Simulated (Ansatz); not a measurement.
**Response to strain in Pt**

Base system: Pt in the fcc (Cu type) structure (space group Fm-3m, No. 225; a = 3.9415 Å; relaxed with 0.1 eV smearing).

Strains are applied to the cell and any free atomic positions relax.

Calculations: r2SCAN (Ansatz, a program for electronic structure, PAW, no spin-orbit coupling), earlier PAW set.

Notes on the quantities. energy relative to the base: free energy F.

| isotropic strain (%) | energy relative to the base (meV/atom) |
|---|---|
| -3.8 | 198.9 |
| -2.79 | 102.4 |
| 0 | 0.0 |
| 1.26 | ? |
| 4.6 | 200.4 |

### Question
Fit ΔE = Aε² + Bε³ (ε in %) to the rows shown and predict the withheld row.

### Answer
Least squares on the printed values gives A = 11.8 and B = -0.51 meV/atom (largest residual 0.6 meV/atom); this predicts 17.7 meV/atom, and the run gives 17.4 meV/atom, 0.3 lower.

Stability against distortions was not tested. The final runs are not spin-polarised. Pt lies near a magnetic instability that expansion can trigger; it was not tested.
